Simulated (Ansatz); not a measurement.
The starting structures come from a database of crystals and need not be the phases stable at ambient conditions.

Input:

```xyz
6
Lattice="6.4420 0.0000 0.0000 0.0000 8.3201 0.0000 3.2210 0.0000 3.2210" Properties=species:S:1:pos:R:3 pbc="T T T"
La     1.6105     6.3158     1.6105
La     4.8315     2.0043     1.6105
Te     1.6105     3.0113     1.6105
Te     4.8315     5.3088     1.6105
Cl     0.0000     0.0000     0.0000
Cl     3.2210     0.0000     0.0000
```

Space group of this cell: P4/nmm. The cell is taken as given.

Transport runs along the normal of the first two printed cell vectors, the (110) plane of the conventional cell.

The gap is the functional's own. No spin-orbit coupling. Mid-gap values are interpolated on the energy grid.

### Question
State the band gap and the smallest decay constant κ at mid-gap according to r2SCAN (Ansatz, an electronic-structure program).

### Answer
Gap 0.99 eV on a 10×4×10 mesh; κ = 0.136 1/Å, at the zone centre.
